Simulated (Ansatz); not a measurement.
Input and output of a relaxation of cell and atoms for CdHgSe₂ (R3m, 4 atoms in the cell) (Ansatz, a quantum-chemistry and plane-wave program).

Computed with PBEsol, default PAW files made with PBE (plane waves; Ansatz).

The change in words: atoms on their sites; basis.ecutwfc: 30.9 Ry → 26.1 Ry; relax: default → cell and atoms. Reference geometry:
```yaml
crystal:
  lattice:
    - [2.17039, 1.25308, 7.08105]
    - [-2.17039, 1.25308, 7.08105]
    - [0.00000, -2.50615, 7.08105]
  atoms:
    - { symbol: Cd, position: [0.50268, 0.50268, 0.50268] }
    - { symbol: Hg, position: [0.99985, 0.99985, 0.99985] }
    - { symbol: Se, position: [0.87420, 0.87420, 0.87420] }
    - { symbol: Se, position: [0.37560, 0.37560, 0.37560] }
```

Reference input (self-consistent single point, DFT, PBEsol, plane waves, default PAW files made with PBE): basis.ecutwfc = 30.9 Ry; kpoints.mp_grid.grid = 5 5 5; hamiltonian.xc = pbesol; hamiltonian.pseudopotentials = {kind: paw} (the program's default PAW files); scf.occupations.method = gaussian; scf.occupations.width = 0.0073 Ry. This run's input differs from it in these lines:

Ansatz 0.2 input:
```diff
@@ -6,3 +6,3 @@
   atoms:
-    - { symbol: Cd, position: [0.502684, 0.502684, 0.502684] }
+    - { symbol: Cd, position: [0.500330, 0.500330, 0.500330] }
     - { symbol: Hg, position: [0.999853, 0.999853, 0.999853] }
@@ -11,3 +11,3 @@
 basis:
-  ecutwfc: 30.9 Ry
+  ecutwfc: 26.1 Ry
 kpoints:
@@ -19,2 +19,4 @@
   occupations: { method: gaussian, width: 0.0073 Ry }
+relax:
+  cell: {}
 output:
```

Log, with long lists cut:

```
   [... SCF lines of the steps left out ...]
relax step   1: F+E_penalty+E_count = -32701.99858169 eV  Δ(F+E_penalty+E_count) = +0.000e0 eV  max|allowed force component| = 1.651e-2 eV/Å  Δτ_max = 0.0000 Å  P = -0.648 GPa  Ω = 115.549 Å³  (7 SCF iters, dr2 threshold 1.00e-7 eV, accepted)
relax step   2: F+E_penalty+E_count = -32702.00303082 eV  Δ(F+E_penalty+E_count) = -4.449e-3 eV  max|allowed force component| = 1.885e-2 eV/Å  Δτ_max = 0.0045 Å  P = +0.351 GPa  Ω = 113.405 Å³  energy of the carried Pulay correction = +2.237e-3 eV  [...]
   [... lines left out ...]
relax step   5: F+E_penalty+E_count = -32702.00166304 eV  Δ(F+E_penalty+E_count) = -1.022e-4 eV  max|allowed force component| = 7.811e-4 eV/Å  Δτ_max = 0.0005 Å  P = -0.001 GPa  Ω = 114.060 Å³  energy of the carried Pulay correction = +8.881e-5 eV  [...]
relax step   6: F+E_penalty+E_count = -32702.00161288 eV  Δ(F+E_penalty+E_count) = +5.016e-5 eV  max|allowed force component| = 7.770e-4 eV/Å  Δτ_max = 0.0000 Å  P = -0.002 GPa  Ω = 114.060 Å³  stress off target by 3.62e-3 GPa  SCF on the basis [...]
basis re-selected at this cell: Δ(F+E_penalty+E_count) = +5.016e-5 eV, ΔP = -0.001 GPa vs the last step
the relaxation is at rest under the 6 symmetry operations that the run kept from its start: a minimum is not shown …
Stability not checked: this state was not tested for a lower state beside it, because too few of the mixer's solves of this state at the end of the SCF gave a …
Free energy (F): -32702.001613 eV
Internal energy: -32702.000073 eV  (E = F + TS)
   [... lines left out ...]
Fermi energy:    7.889719 eV
  cell:  # Å, volume = 114.0603 Å³
   [... lines left out ...]
    - [8.945178875424574e-34, -2.4981188130271406, 7.034878479469962]
  atoms:
    - { symbol: Cd, position: [0.5005275146595506, 0.5005275146595506, 0.5005275146595506] }
    - { symbol: Hg, position: [0.999840942817102, 0.999840942817102, 0.999840942817102] }
    - { symbol: Se, position: [0.8740819844900292, 0.8740819844900292, 0.8740819844900293] }
    - { symbol: Se, position: [0.3755355580333179, 0.3755355580333179, 0.37553555803331795] }
```

The run converged. 

Summary of the result:
| Quantity | Value |
|---|---|
| Free energy E − TS (on the zero of these files) | -32702.0016 eV |
| Fermi level (on the code's own zero) | 7.89 eV |
| Pressure | 0.00 GPa |
| Final cell | a = 7.465 Å, b = 7.465 Å, c = 7.465 Å, α = 33.69°, β = 33.69°, γ = 33.69° |
| Final volume per atom | 28.52 Å³ |
| Relaxation steps | 6 |

The starting cell comes from a database of computed structures (which also holds hypothetical and non-ambient phases and stackings), without a prior relaxation at this level. Its lattice was rescaled by up to half a per cent. The relaxation keeps the symmetry of its start, so its end need not be a minimum. Ansatz's pressure includes its estimate of the finite-basis (Pulay) stress. The cutoff lies below the one recommended for these files. The run gives no clean gap (levels at the Fermi energy touch, overlap or are partly filled at this smearing), which alone does not show that the compound is a metal.

Cost on one core of a shared machine: roughly 40 s.
